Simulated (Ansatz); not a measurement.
NaH (model structure, started from the CsCl type, Pm-3m, No. 221, 2 atoms in the cell) was calculated with PBE0 (Ansatz, an electronic-structure program, PAW).

Numerical settings: plane-wave cutoff 460 eV, 8×8×8 k mesh, Fermi–Dirac smearing 0.01 eV, scalar-relativistic PAW data made under PBE.

Cell (relaxed with PBEsol):

Space group Pm-3m (No. 221); a = 2.9375 Å, b = 2.9375 Å, c = 2.9375 Å, α = 90.00°, β = 90.00°, γ = 90.00°

```
atom  site  symmetry       x       y       z
----  ----  --------  ------  ------  ------
Na      1a      m-3m  0.0000  0.0000  0.0000
H       1b      m-3m  0.5000  0.5000  0.5000
```

Q: What does this level give for the band gap, smallest direct gap on the k points sampled and direct gap at Γ?

A: 
- band gap = 2.59 eV (on the SCF k mesh) (indirect)
- smallest direct gap on the k points sampled = 6.45 eV
- direct gap at Γ = 17.65 eV

Note: the relaxation could raise the start's symmetry but not lower it, so the cell can be a saddle point.

Static lattice: no zero-point or thermal effects.

The result took about 40 core-seconds (a rough figure).

A model structure was made by putting elements into a prototype or built by hand; it is no filed structure, need not be a known phase, and can be a saddle point held by its symmetry.
